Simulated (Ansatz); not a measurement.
Band structure of CoSn (P6/mmm, 6 atoms in the cell).

```
CoSn
1.0
    5.24761     0.00000     0.00000
   -2.62381     4.54457     0.00000
    0.00000     0.00000     4.18885
Co Sn
3 3
Direct
  0.00000   0.50000   0.00000
  0.50000   0.00000   0.00000
  0.50000   0.50000   0.00000
  0.66667   0.33333   0.50000
  0.33333   0.66667   0.50000
  0.00000   0.00000   0.00000
```

Method: PBE, PAW files (plane waves; Ansatz, a program for electronic structure).

Settings: basis.ecutwfc = 420 eV; kpoints.mp_grid.grid = 6 6 7; hamiltonian.xc = pbe; hamiltonian.pseudopotentials = {kind: paw} (the program's default PAW files); scf.occupations.method = fermi_dirac; scf.occupations.width = 0.1 eV; kpoints.band_path.npoints = 8.

The starting cell comes from a database of computed structures (which also holds hypothetical and non-ambient phases and stackings), without a prior relaxation at this level. Its lattice was rescaled by a random factor within 2.5 % of one. Spin polarisation is off.

Levels in eV from the Fermi level, bands 43 to 50:
| point | 43 | 44 | 45 | 46 | 47 | 48 | 49 | 50 |
|---|---|---|---|---|---|---|---|---|
| Γ | -0.54 | -0.54 | -0.49 | -0.49 | 0.44 | 0.57 | 1.33 | 1.33 |
| M | -0.75 | -0.53 | -0.50 | 0.66 | 0.95 | 1.66 | 1.76 | 2.52 |
| K | -1.08 | -0.68 | -0.28 | 1.05 | 1.30 | 1.30 | 1.80 | 1.80 |
| A | -1.02 | -0.59 | -0.58 | -0.58 | -0.50 | -0.50 | -0.21 | 0.44 |
| L | -1.04 | -0.78 | -0.58 | -0.52 | -0.51 | -0.23 | 0.38 | 1.20 |
| H | -0.87 | -0.87 | -0.70 | -0.70 | -0.57 | -0.23 | 1.25 | 3.40 |

Bands cross the Fermi level along this path, so the cell is metallic at this level.

Keys are those of Ansatz 0.2.
